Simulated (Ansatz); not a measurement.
Partial pair distribution functions of a relaxed model of amorphous Si₂₄Ge₂₄, broadened by 0.06 Å; density 3.73 g/cm³. Calculation: PBE, scalar-relativistic without spin-orbit coupling (plane waves to 420 eV, PAW; Ansatz, a quantum-chemistry and plane-wave program).

It comes from a melt-quench run on a machine-learned potential (CHGNet), relaxed afterwards by DFT. The hot cell started wider than the set density and was brought back towards it in steps. It is the lowest in DFT energy of 4 quenches. It is a model cell: composition and starting density were chosen by hand, and all elements were melted together. No dispersion term was used. Its density started from a set value of 3.73 and ended at 3.73 g/cm³. The simulated quench (nominally 210 K/ps over its main leg) is rapid and tends to freeze in more defects than a deposited or slowly cooled glass has. Values belong to this one cell and scatter from quench to quench. The volume was held where the preparation left it, at a PBE pressure of -1.1 GPa (tension). Stress components on the final sampling reach 1.4 GPa. On a 2×2×2 Γ-centred mesh force components of up to 0.29 eV/Å stay, since the relaxation ran on one k-point at (1/4, 1/4, 1/4).

| r (Å) | g Si-Ge | g Si-Si | g Ge-Ge |
|---|---|---|---|
| 2.10 | 0.00 | 0.00 | 0.00 |
| 2.20 | 0.01 | 0.40 | 0.00 |
| 2.30 | 0.47 | 3.98 | 0.06 |
| 2.40 | 3.26 | 5.55 | 1.17 |
| 2.50 | 5.67 | 2.23 | 3.53 |
| 2.60 | 1.92 | 0.35 | 2.97 |
| 2.70 | 0.41 | 0.01 | 1.46 |
| 2.80 | 0.19 | 0.00 | 0.64 |
| 2.90 | 0.20 | 0.00 | 0.68 |
| 3.00 | 0.20 | 0.00 | 0.15 |
| 3.10 | 0.41 | 0.06 | 0.22 |
| 3.20 | 0.53 | 0.49 | 0.23 |
| 3.30 | 0.62 | 0.95 | 0.44 |
| 3.40 | 0.45 | 0.83 | 0.63 |
| 3.50 | 0.78 | 1.10 | 0.62 |
| 3.60 | 0.83 | 1.06 | 0.93 |
| 3.70 | 1.34 | 0.62 | 0.94 |
| 3.80 | 1.80 | 1.15 | 1.21 |
| 3.90 | 1.92 | 2.18 | 1.48 |
| 4.00 | 2.34 | 1.33 | 2.23 |
| 4.10 | 1.64 | 1.62 | 2.16 |
| 4.20 | 1.38 | 1.58 | 1.29 |
| 4.30 | 1.00 | 1.02 | 1.16 |
| 4.40 | 1.02 | 1.12 | 1.09 |
| 4.50 | 1.03 | 1.13 | 0.98 |
| 4.60 | 1.14 | 0.74 | 1.06 |
| 4.70 | 1.03 | 0.44 | 0.66 |
| 4.80 | 0.84 | 0.42 | 0.57 |
| 4.90 | 0.59 | 0.64 | 0.57 |
| 5.00 | 0.52 | 0.79 | 0.54 |
| 5.10 | 0.60 | 1.09 | 0.70 |

Within 2.76 Å each Si has 2.04 Ge neighbours on average.
